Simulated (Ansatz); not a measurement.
Base system: MgO in the rock salt structure (space group Fm-3m, No. 225; a = 4.2141 Å).

It is then changed as follows: a hydrostatic pressure of 0.3 GPa.

Levels (all Ansatz, a first-principles code, PAW): PBEsol (420 eV, scalar-relativistic without spin-orbit coupling); HSE06 (420 eV, spin-orbit coupling left out).

The geometry is relaxed with PBEsol.

```
Property           Value
---------------  -------
PBEsol band gap  4.64 eV
```

Question: Predict the band gap from HSE06.

Answer: The band gap increases by 1.85 eV to 6.49 eV.

Single points use the geometry relaxed with PBEsol. Load acts through the strain it causes; cell and atoms are relaxed under it. No phonon test of stability was made. The base started in P3_121 and relaxed to Fm-3m at this level.
